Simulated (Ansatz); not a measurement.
Base system: a 16-atom supercell of InAs in the zinc blende structure (space group F-43m, No. 216; a = 6.109 Å) at its relaxed geometry.

All numbers come from r2SCAN, PAW, 500 eV (Ansatz, a program for electronic structure; no spin-orbit coupling).

For the base:

- Pressure: 0.0 GPa

One thing is altered: a neutral H interstitial (started 2.65 Å from the nearest host atom), atoms relaxed at fixed cell, starting from a slightly rattled geometry.

How does this affect the final site of the added atom?

The final site of the added atom is 1 As at 1.58 Å.

Predict the new pressure.

The pressure goes from zero to 1.1 GPa.

What happens to the largest displacement of a host atom from its site in the perfect cell?

The largest displacement of a host atom from its site in the perfect cell amounts to 0.45 Å.

The cell is small, so the values are those of an ordered compound at a high defect concentration; dilute-limit values will differ. The mesh was chosen for an insulator and is coarse for the gapless case. The final runs are not spin-polarised. The defect cell is not spin-polarised.
